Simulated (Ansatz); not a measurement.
Consider Ga₂O₃ in the corundum structure (space group R-3c, No. 167; a = 4.950 Å, c = 13.306 Å (hexagonal axes)).

Method: plane-wave PAW DFT at the LDA level (Ansatz, a quantum-chemistry and plane-wave program, 420 eV), no spin-orbit coupling.

For the base:

The width of the top valence band is 0.47 eV. The band gap is 3.04 eV.

It is then changed as follows: every lattice vector is stretched by 2.25 %, atoms relaxed at fixed cell.

Task: Predict the new width of the top valence band.

Result: The width of the top valence band falls by 0.023 eV (0.47 eV → 0.44 eV).

Task: What does the calculation give for the energy relative to the base after the change?

Result: The energy goes up by 30 meV/atom.

Task: How does this affect the band gap?

Result: The band gap drops by 0.71 eV (3.04 eV → 2.33 eV).

The cells carry an imposed strain or load. Stability against distortions was not tested.
